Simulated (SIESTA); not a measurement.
A self-consistent single point of Pd (Fm-3m, 1 atom in the cell) with SIESTA.

Method: GGA PBE with spin-orbit coupling, numerical atomic orbitals TZP, PseudoDojo PBE fully relativistic norm-conserving potentials (rewritten from UPF to PSML) run with SIESTA.

```
Pd
1.0
    0.00000     1.92983     1.92983
    1.92983     0.00000     1.92983
    1.92983     1.92983     0.00000
Pd
1
Cartesian
  0.00000   0.00000   0.00000
```

Reference input (self-consistent single point, DFT, GGA PBE, numerical atomic orbitals TZP, PseudoDojo PBE standard norm-conserving potentials (rewritten from UPF to PSML)): XC.functional = GGA; XC.authors = PBE; potentials = PseudoDojo PBE standard; PAO.BasisSize = TZP; PAO.EnergyShift = 0.005 Ry; MeshCutoff = 400 Ry; kgrid.MonkhorstPack = 15 15 15; OccupationFunction = MP; OccupationMPOrder = 0; ElectronicTemperature = 1578.21 K; MaxSCFIterations = 150; SCF.Mixer.Method = Broyden. This run's input differs from it in these lines:

```diff
@@ -1,2 +1,2 @@
-# files in the folder: Pd.psml (PseudoDojo PBE standard)
+# files in the folder: Pd.psml (PseudoDojo PBE fully relativistic)
 SystemName  Pd
@@ -33,2 +33,6 @@
 ElectronicTemperature        1578.21 K
+Spin                         spin-orbit
+%block DM.InitSpin
+  1 0.00 0.00 0.00
+%endblock DM.InitSpin
```

The program printed (abridged):

```
        iscf     Eharris(eV)        E_KS(eV)     FreeEng(eV)     dDmax    Ef(eV) dHmax(eV)
   scf:    1    -3676.398933    -3685.699232    -3685.718261  1.116720 -6.745349  0.180812
     spin moment: {S} , |S| = {   -0.00000   -0.00000    0.00000 }     0.00000
   scf:    2    -3685.699957    -3685.699747    -3685.718786  0.005496 -6.739675  0.135175
     spin moment: {S} , |S| = {    0.00000   -0.00000    0.00000 }     0.00000
   scf:    3    -3685.700243    -3685.700447    -3685.719535  0.014153 -6.728878  0.028697
     spin moment: {S} , |S| = {   -0.00000   -0.00000    0.00000 }     0.00000
   scf:    4    -3685.700053    -3685.700437    -3685.719687  0.008760 -6.746266  0.012036
     spin moment: {S} , |S| = {    0.00000    0.00000   -0.00000 }     0.00000
   scf:    5    -3685.700049    -3685.700354    -3685.719712  0.005278 -6.758103  0.000700
     spin moment: {S} , |S| = {    0.00000    0.00000    0.00000 }     0.00000
   scf:    6    -3685.700355    -3685.700355    -3685.719712  0.000030 -6.758124  0.000640
     spin moment: {S} , |S| = {    0.00000   -0.00000    0.00000 }     0.00000
SCF Convergence by DM+H criterion
max |DM_out - DM_in|         :     0.0000298339
max |H_out - H_in|      (eV) :     0.0006400529
SCF cycle converged after 6 iterations

Using DM_out to compute the final energy and forces

siesta: E_KS(eV) =            -3685.7004

siesta: E_KS - E_eggbox =     -3685.7004

siesta: Atomic forces (eV/Ang):
     1    0.000000   -0.000000    0.000000
   Tot    0.000000   -0.000000    0.000000
   Max    0.000000
   Res    0.000000    sqrt( Sum f_i^2 / 3N )
   Max    0.000000    constrained

Stress tensor Voigt[x,y,z,yz,xz,xy] (kbar):     -133.61     -133.61     -133.61       -0.16       -0.16       -0.16
(Free)E + p*V (eV/cell)    -3684.5210
Target enthalpy (eV/cell)    -3685.7197

siesta: Program's energy decomposition (eV):
siesta: Enl(+so)=        35.921418
siesta: Eso(nil)=         0.000000
   [... lines left out ...]
siesta: FreeEng =     -3685.719712
   [... lines left out ...]
siesta:    -0.083393   -0.000099   -0.000099
siesta:    -0.000099   -0.083393   -0.000099
siesta:    -0.000099   -0.000099   -0.083393

siesta: Cell volume =         14.374293 Ang**3

siesta: Pressure (static):
siesta:                Solid            Molecule  Units
siesta:           0.00090826          0.00090826  Ry/Bohr**3
siesta:           0.08339259          0.08339259  eV/Ang**3
siesta:         133.60966434        133.60966434  kBar
```

The run converged in 6 iterations. Against the reference run the pressure goes from 13.95 to 13.36 GPa.

The starting cell has typed, rounded lattice constants, without a prior relaxation at this level. Its lattice was rescaled by a random factor within 2.5 % of one. Values carry the incompleteness of an atom-centred basis. With a pressure of about 13 GPa the cell is away from its equilibrium volume at this level.

Cost on one core of a shared machine: roughly 4 min.
